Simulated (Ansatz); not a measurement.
**WSi2 under a change: biaxial strain +4.36 %, plane normal [001], relaxed out of plane**

Start from WSi2 (space group I4/mmm, No. 139; a = 3.212 Å, c = 7.807 Å; relaxed with 0.1 eV smearing). Axes: x, y, z lie along a, b, c of the conventional cell.

It is then changed as follows: biaxial strain +4.36 %, plane normal [001], relaxed out of plane (Cartesian); in-plane vectors clamped, the third vector and the atoms free.

Method: r2SCAN (Ansatz, a quantum-chemistry and plane-wave program), no spin-orbit coupling, earlier PAW set. Settings: 25×25×25 k-points, 0.1 eV Fermi–Dirac smearing.

The volume per atom grows by 1.02 Å³ (13.42 Å³ → 14.44 Å³) and the space group stays I4/mmm (No. 139). The energy grows by 77 meV/atom and the pressure (mean of the normal stresses, compression positive) goes from zero to -12.9 GPa. The band gap is still zero and the out-of-plane strain comes out as -1.24 %. The ratio −ε⊥/ε∥ comes out as 0.28 and the mean in-plane stress (compression positive) is -19.3 GPa.

Whether these cells are dynamically stable was not tested. All final runs are without spin polarisation.
